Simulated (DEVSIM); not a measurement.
System: Schottky contact on p-type Si, at 350 K.

Layer 1 from the left is Si, thickness (μm) 1.60, Na (cm⁻³) 1.6e16, τn (s) 5.8e-7, τp (s) 5.8e-7.

Left contact: Schottky, work function 4.434 eV, emission velocity 2e6 cm/s. Right contact: ohmic. Voltage is applied to the left contact. Recombination: SRH at mid-gap, radiative. Mobility is μmin + (μ − μmin)/(1 + (N/Nref)^α).

Constants are typed, rounded textbook-type inputs, not results; the design itself was drawn at random and stands for no fabricated device. Values at 300 K; Nc and Nv go as T^1.5, mobilities as T to minus their exponent, the gap by Varshni's rule with the affinity fixed.

Si: gap (eV) 1.124, affinity (eV) 4.05, permittivity 11.7, Nc (cm⁻³) 2.86e19, Nv (cm⁻³) 3.1e19, μn (cm²/Vs) 1417, μp (cm²/Vs) 470, μn,min 52, μp,min 45, Nref,n 9.7e16, Nref,p 2.2e17, αn 0.68, αp 0.72, T exponent of μn 2.3, T exponent of μp 2.2, B (cm³/s) 4.7e-15, Varshni α (eV/K) 0.000473, Varshni β (K) 636.

Simulated with DEVSIM: 1D drift-diffusion, Boltzmann statistics, complete ionisation; no tunnelling, impact ionisation, image-force lowering or self-heating. Metal contacts follow the ideal Schottky-Mott rule: no Fermi-level pinning, no interface dipoles.

Dark forward current:

```
|V| (V)  |J| (A/cm²)
-------  -----------
0.05        0.001581
0.10        0.009779
0.15         0.05222
0.20          0.2707
0.25           1.381
0.30           6.764
0.35           29.11
0.40           93.29
0.45           209.9
0.50           365.6
0.55           545.7
0.60           741.1
0.65           946.6
0.70            1159
0.75            1377
0.80            1598
0.85            1821
0.90            2047
```

### Question
Work out the local ideality factor n = ΔV / (kT/q · ln(J2/J1)) between the rows 0.15 and 0.20 V, 0.85 and 0.90 V.

### Answer
kT/q = 30.16 mV. From 0.15 to 0.20 V: ln(0.2707/0.05222) = 1.646, n = 1.01, near the 1 of diffusion or emission over a barrier. From 0.85 to 0.90 V: ln(2047/1821) = 0.117, n = 14.17; the layers' resistance at their doping, Σ W/(qμN) = 0.00021 Ω cm², would take 48 mV of this step of 50 mV.

### Question
Estimate the current at 0.20 V for emission alone, J0 = q v N_band exp(−φB/kT), and read the barrier back from the simulated current.

### Answer
φB = 0.727 eV, N_band = 3.91e19 cm⁻³, J0 = 0.000430 A/cm²; J = J0 (exp(qV/kT) − 1) = 0.325 A/cm². The simulation gives 0.271 A/cm²; the estimate lies 20 % above. Read backwards, the simulated current gives an apparent barrier of 0.732 eV. The estimate leaves out transport through the depletion region and minority injection.
